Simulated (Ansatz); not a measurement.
Start from a 24-atom supercell of AlN in the wurtzite structure (space group P6_3mc, No. 186; a = 3.130 Å, c = 5.018 Å) at its relaxed geometry.

Computed with PBE (Ansatz, an electronic-structure program), scalar-relativistic without spin-orbit coupling.

Base values:

| Quantity | Value |
|---|---|
| Mean distance from the defect site to its nearest host atoms | 1.91 Å |
| Pressure | 0.0 GPa |

The change: a neutral Al vacancy, atoms relaxed at fixed cell, starting from a slightly rattled geometry.

Problem. Predict the new largest displacement of a host atom from its site in the perfect cell, mean distance from the defect site to its nearest host atoms, pressure and total moment of the cell.

Solution. The largest displacement of a host atom from its site in the perfect cell comes out as 0.22 Å; the mean distance from the defect site to its nearest host atoms goes up by 0.207 Å to 2.11 Å; the pressure goes from zero to 3.0 GPa; the total moment of the cell is 3.0 μB.

Other magnetic orders, which the real material may have, were not ruled out. The cell is small, so the values are those of an ordered compound at a high defect concentration; dilute-limit values will differ. The defect cell is spin-polarised and ends with 3.0 μB.
